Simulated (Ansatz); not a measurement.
**HfSi₂ (Cmcm, No. 63, 6 atoms in the cell; start mp-1069): formation enthalpy by level of theory**

No measured value is used here.

Problem. Put these levels in order of the formation enthalpy that they give for HfSi₂ (Cmcm, No. 63, 6 atoms in the cell; start mp-1069), smallest first: HSE06 (Ansatz, a first-principles code), LDA (Ansatz), PBE-D4 (Ansatz).

Solution. LDA (-0.670 eV/atom), PBE-D4 (-0.631 eV/atom), HSE06 (-0.585 eV/atom)

Density-functional levels without +SOC have no spin–orbit coupling, which shifts binding energies of heavy elements. HSE06: exact exchange on metals is sensitive to the k mesh and can open a false gap. HSE06: the run warned that the count of filled bands differs between k points. PBE-D4, LDA: the relaxation could not lower the start's symmetry, so the cell can be a saddle point above a distorted one. Values are at the level's own equilibrium cell; HSE06 at the PBEsol cell. Ansatz's density-functional and Hartree–Fock values are scalar-relativistic unless marked +SOC, with PAW data made under PBE.

A start named mp-… is a Materials Project structure, which need not be a measured phase.
